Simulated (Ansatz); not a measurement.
How the lattice parameter c of Al₂Cu (model structure, I4/mcm, No. 140, 6 atoms in the cell) moves with the method

No measured value is used here.

```tsv
level (code)	value (Å)
LDA (Ansatz)	4.776
PBE (Ansatz)	4.877
PBEsol (Ansatz)	4.820
r²SCAN (Ansatz)	4.804
```

LDA, PBE, PBEsol, r²SCAN: the run has no spin polarisation, so it can have missed a magnetic state. Cutoffs differ between the levels. Ansatz's density-functional and Hartree–Fock values are scalar-relativistic unless marked +SOC, with PAW data made under PBE.

A model structure was made by putting elements into a prototype or built by hand; here it ended with the formula and space group of a phase in our tables.

Ansatz is a quantum-chemistry and plane-wave program.
